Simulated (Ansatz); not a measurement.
Take CdS in the wurtzite structure (space group P6_3mc, No. 186; a = 4.124 Å, c = 6.708 Å) as the base. Axes: x lies along a and z along c of the hexagonal cell.

Calculations: DFT with PBEsol, PAW potentials and a 420 eV plane-wave cutoff in Ansatz (a quantum-chemistry and plane-wave program), scalar-relativistic without spin-orbit coupling.

For the base:

* **Gap character**: direct at Γ

Modification: uniaxial strain ε_zz = +1.80 %, all other strain components held at zero; the atoms relax in the strained cell.

Problem. What happens to the gap character?

Solution. The gap character stays direct at Γ.

Problem. What does the calculation give for the energy relative to the base after the change?

Solution. The energy goes up by 2.3 meV/atom.

No phonon test of stability was made.
